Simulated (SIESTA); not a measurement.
Band structure of Li2Mg (Cmcm, 6 atoms in the cell).

```xyz
6
Lattice="1.6453 -7.4230 0.0000 1.6453 7.4230 0.0000 0.0000 0.0000 4.9031" Properties=species:S:1:pos:R:3 pbc="T T T"
Li     1.6453    -1.3687     3.6773
Li     1.6453     1.3687     1.2258
Li     1.6453     3.6643     3.6773
Li     1.6453    -3.6643     1.2258
Mg     1.6453    -6.2804     3.6773
Mg     1.6453     6.2804     1.2258
```

Computed with SIESTA with GGA PBEsol, numerical atomic orbitals DZP, PseudoDojo PBEsol standard norm-conserving potentials (rewritten from UPF to PSML).

Settings: XC.functional = GGA; XC.authors = PBEsol; potentials = PseudoDojo PBEsol standard; PAO.BasisSize = DZP; PAO.EnergyShift = 0.01 Ry; MeshCutoff = 350 Ry; kgrid.MonkhorstPack = 8 8 6; OccupationFunction = FD; ElectronicTemperature = 1578.21 K; PAO.Polarization.NonPerturbative = true; MaxSCFIterations = 150; SCF.Mixer.Method = Broyden; SCF.Mixer.Weight = 0.2; SCF.Mixer.History = 6.

The starting cell comes from a database of computed structures (which also holds hypothetical and non-ambient phases and stackings), without a prior relaxation at this level. Values carry the incompleteness of an atom-centred basis.

Levels in eV from the Fermi level, bands 13 to 18:
| point | 13 | 14 | 15 | 16 | 17 | 18 |
|---|---|---|---|---|---|---|
| Γ | -5.36 | -3.03 | -2.28 | -0.44 | 1.81 | 2.21 |
| X | -2.59 | -1.54 | -1.42 | 0.39 | 0.67 | 2.62 |
| S | -2.58 | -1.64 | -0.90 | -0.44 | 1.42 | 1.46 |
| R | -1.05 | -1.05 | -0.65 | -0.65 | -0.02 | -0.02 |
| A | -1.13 | -1.13 | -0.55 | -0.55 | -0.18 | -0.18 |
| Z | -4.09 | -4.09 | -1.24 | -1.24 | -0.97 | -0.97 |
| Y | -5.18 | -3.99 | -0.47 | 0.03 | 0.46 | 1.01 |
| X1 | -2.59 | -1.54 | -1.42 | 0.39 | 0.67 | 2.62 |
| A1 | -1.13 | -1.13 | -0.55 | -0.55 | -0.18 | -0.18 |
| T | -3.97 | -3.97 | -2.32 | -2.32 | 1.01 | 1.01 |

Bands cross the Fermi level along this path, so the cell is metallic at this level.

Higher empty bands are left out: an atom-centred basis made for the valence describes them poorly.
